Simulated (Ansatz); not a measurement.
```yaml
crystal:
  lattice:
    - [19.50000, 0.00000, 0.00000]
    - [0.00000, 19.50000, 0.00000]
    - [0.00000, 0.00000, 5.55785]
  atoms:
    - { symbol: B, position: [0.70733, 0.50000, 0.66682] }
    - { symbol: P, position: [0.70098, 0.58325, 0.83318] }
    - { symbol: P, position: [0.71753, 0.50000, 0.33318] }
    - { symbol: B, position: [0.64660, 0.64660, 0.66682] }
    - { symbol: P, position: [0.58325, 0.70098, 0.83318] }
    - { symbol: B, position: [0.69154, 0.57934, 0.16682] }
    - { symbol: P, position: [0.65382, 0.65382, 0.33318] }
    - { symbol: B, position: [0.50000, 0.70733, 0.66682] }
    - { symbol: P, position: [0.41675, 0.70098, 0.83318] }
    - { symbol: B, position: [0.57934, 0.69154, 0.16682] }
    - { symbol: P, position: [0.50000, 0.71753, 0.33318] }
    - { symbol: B, position: [0.35340, 0.64660, 0.66682] }
    - { symbol: P, position: [0.29902, 0.58325, 0.83318] }
    - { symbol: B, position: [0.42066, 0.69154, 0.16682] }
    - { symbol: P, position: [0.34618, 0.65382, 0.33318] }
    - { symbol: B, position: [0.29267, 0.50000, 0.66682] }
    - { symbol: P, position: [0.29902, 0.41675, 0.83318] }
    - { symbol: B, position: [0.30846, 0.57934, 0.16682] }
    - { symbol: P, position: [0.28247, 0.50000, 0.33318] }
    - { symbol: B, position: [0.35340, 0.35340, 0.66682] }
    - { symbol: P, position: [0.41675, 0.29902, 0.83318] }
    - { symbol: B, position: [0.30846, 0.42066, 0.16682] }
    - { symbol: P, position: [0.34618, 0.34618, 0.33318] }
    - { symbol: B, position: [0.50000, 0.29267, 0.66682] }
    - { symbol: P, position: [0.58325, 0.29902, 0.83318] }
    - { symbol: B, position: [0.42066, 0.30846, 0.16682] }
    - { symbol: P, position: [0.50000, 0.28247, 0.33318] }
    - { symbol: B, position: [0.64660, 0.35340, 0.66682] }
    - { symbol: P, position: [0.70098, 0.41675, 0.83318] }
    - { symbol: B, position: [0.57934, 0.30846, 0.16682] }
    - { symbol: P, position: [0.65382, 0.34618, 0.33318] }
    - { symbol: B, position: [0.69154, 0.42066, 0.16682] }
```

Computed with PBE (plane waves to 420 eV, PAW; Ansatz, a quantum-chemistry and plane-wave program). Mesh 1×1×6. No spin polarisation. Periodic along z alone, with about 11 Å of vacuum beside it. A hypothetical model, rolled from the flat sheet. Symmetry and one short period hold its shape; lower forms weren't sought.

Task: Tabulate the two highest filled and two lowest empty levels along the axis, from the valence top.

Result: 
```json
[
 {"k (2π/c)": "0.000", "v2 (eV)": "0.00", "v1 (eV)": "0.00", "c1 (eV)": "0.50", "c2 (eV)": "0.95"},
 {"k (2π/c)": "0.042", "v2 (eV)": "-0.02", "v1 (eV)": "-0.02", "c1 (eV)": "0.53", "c2 (eV)": "0.99"},
 {"k (2π/c)": "0.083", "v2 (eV)": "-0.07", "v1 (eV)": "-0.07", "c1 (eV)": "0.62", "c2 (eV)": "1.09"},
 {"k (2π/c)": "0.125", "v2 (eV)": "-0.14", "v1 (eV)": "-0.14", "c1 (eV)": "0.75", "c2 (eV)": "1.24"},
 {"k (2π/c)": "0.167", "v2 (eV)": "-0.24", "v1 (eV)": "-0.24", "c1 (eV)": "0.90", "c2 (eV)": "1.41"},
 {"k (2π/c)": "0.208", "v2 (eV)": "-0.35", "v1 (eV)": "-0.35", "c1 (eV)": "1.06", "c2 (eV)": "1.60"},
 {"k (2π/c)": "0.250", "v2 (eV)": "-0.48", "v1 (eV)": "-0.48", "c1 (eV)": "1.22", "c2 (eV)": "1.80"},
 {"k (2π/c)": "0.292", "v2 (eV)": "-0.62", "v1 (eV)": "-0.62", "c1 (eV)": "1.39", "c2 (eV)": "1.90"},
 {"k (2π/c)": "0.333", "v2 (eV)": "-0.75", "v1 (eV)": "-0.75", "c1 (eV)": "1.55", "c2 (eV)": "1.99"},
 {"k (2π/c)": "0.375", "v2 (eV)": "-0.74", "v1 (eV)": "-0.74", "c1 (eV)": "1.71", "c2 (eV)": "1.92"},
 {"k (2π/c)": "0.417", "v2 (eV)": "-0.72", "v1 (eV)": "-0.72", "c1 (eV)": "1.87", "c2 (eV)": "1.87"},
 {"k (2π/c)": "0.458", "v2 (eV)": "-0.71", "v1 (eV)": "-0.71", "c1 (eV)": "1.84", "c2 (eV)": "1.84"},
 {"k (2π/c)": "0.500", "v2 (eV)": "-0.71", "v1 (eV)": "-0.71", "c1 (eV)": "1.83", "c2 (eV)": "1.83"}
]
```
